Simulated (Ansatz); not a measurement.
The reference is ZrC in the rock salt structure (space group Fm-3m, No. 225; a = 4.669 Å; relaxed with 0.1 eV smearing). Axes: x, y, z lie along the cube axes.

The values are results of plane-wave PAW DFT at the PBEsol level (Ansatz, a first-principles code, 420 eV), no SOC, not measurements.

Modification: tensor shear ε_xy = +1.71 % (engineering shear γ = 0.0342); the atoms relax in the strained cell.

Predict the stress tensor and what it implies for the stiffness.

Stress of the strained cell less that of the base (GPa, compression positive):
```
    0.1    -5.3     0.0
   -5.3     0.1     0.0
    0.0     0.0     0.0
```

Then −Δσ/γ with γ = 2ε = 0.0342 gives secant stiffness values (nonlinear terms included at this strain): C66 ≈ 156 GPa.

As a check, the harmonic strain energy −½ V₀ Δσ:ε is 7.2 meV/atom; the computed energy rise is 7.2 meV/atom.

No phonon test of stability was made. The final runs are not spin-polarised.
